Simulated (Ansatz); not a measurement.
Consider B (space group I4_132, No. 214; a = 4.633 Å; a hypothetical phase, not in the database extracts checked).

Modification: a hydrostatic pressure of 7.5 GPa.

Levels (all Ansatz, a first-principles code, PAW): PBEsol (420 eV, without spin-orbit coupling); HSE06 (420 eV, without spin-orbit coupling).

The geometry is relaxed with PBEsol.

- PBEsol band gap: 1.40 eV

**Question.** How does going to HSE06 change the band gap?

**Answer.** The band gap increases by 1.03 eV to 2.43 eV.

Single points use the geometry relaxed with PBEsol. The hybrid gap comes from the SCF mesh plus the semilocal run's edge points and a few special points and is an upper bound. Load acts through the strain it causes; cell and atoms are relaxed under it. Stability against distortions was not tested. No other phases were tried under pressure.
